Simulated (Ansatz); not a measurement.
SiO₂ (P4₁2₁2, No. 92) was calculated with r²SCAN-D4 in Ansatz (plane waves, PAW).

Numerical settings: plane-wave cutoff 560 eV, 8×8×6 k mesh (along the axes of the cell as run), Fermi–Dirac smearing 0.01 eV, scalar-relativistic PAW data made under PBE.

Equation-of-state points:

```
V (Å³/atom)  E − E_lowest (meV/atom)
-----------  -----------------------
13.154                          1.17
13.428                          0.27
13.702                          0.00
13.976                          0.27
14.250                          1.00
```

Task: Fit the third-order Birch–Murnaghan equation and give B0 and B′.

Result: V0 = 13.697 Å³/atom, B0 = 15.8 GPa, B′ = 6.3 (fit to the energies at full precision).

Shape and atoms are relaxed at each volume.

Note: the bulk modulus comes from volumes at which shape and atoms were relaxed.

The computed numbers hold no vibrational or temperature effects.

Cost on a shared machine: about 60 core-minutes (a rough figure).

Ansatz is a quantum-chemistry and plane-wave program.
